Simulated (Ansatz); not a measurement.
# HfN (Fm-3m): band-structure transport figures

Data:

```yaml
crystal:
  lattice:
    - [0.00000, 2.23811, 2.23811]
    - [2.23811, 0.00000, 2.23811]
    - [2.23811, 2.23811, 0.00000]
  atoms:
    - { symbol: Hf, position: [0.00000, 0.00000, 0.00000] }
    - { symbol: N, position: [0.50000, 0.50000, 0.50000] }
```

These are PBEsol, rigid bands (plane waves, PAW, scalar-relativistic; Ansatz, an electronic-structure program) values and carry that method's errors. Condition of this run: hydrostatic pressure 5 GPa (the target of the relaxation). How the cell was made: cell and atoms relaxed with PBEsol, then loaded as said.

- density of states at the Fermi level = 0.590 states/(eV·cell), both spins
- bare Sommerfeld coefficient = 0.69 mJ/(mol of atoms·K²)
- Drude plasma energy = 9.4 eV
- root-mean-square Fermi velocity = 1.1e6 m/s
- resistivity times τ = 5.5 ×10⁻²² Ω·m·s

A metal at this level (no band gap); rigid bands, thermally averaged at 300 K, both spins. Spin-orbit coupling is left out, which matters with elements this heavy. τ is one relaxation time for all states.
